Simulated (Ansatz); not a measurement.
# Zn3N2 (Ia-3, No. 206; cell taken from a computed entry)

Computed with PBE-D4 (plane waves, PAW; Ansatz, an electronic-structure program).

Run with plane-wave cutoff 500 eV, 6×6×6 k mesh, Fermi–Dirac smearing 0.05 eV, scalar-relativistic PAW data made under PBE.

Cell: relaxed at this level.

```json
{
 "equilibrium_volume_per_atom": "11.51 Å³/atom",
 "equilibrium_lattice_constant_a": "9.730 Å",
 "band_gap": "zero (no gap)"
}
```

Note: the relaxation could not lower the start's symmetry, so the cell can be a saddle point above a distorted one.

Static lattice: no zero-point or thermal effects.

It cost about 14 core-minutes (a rough figure) of CPU time.
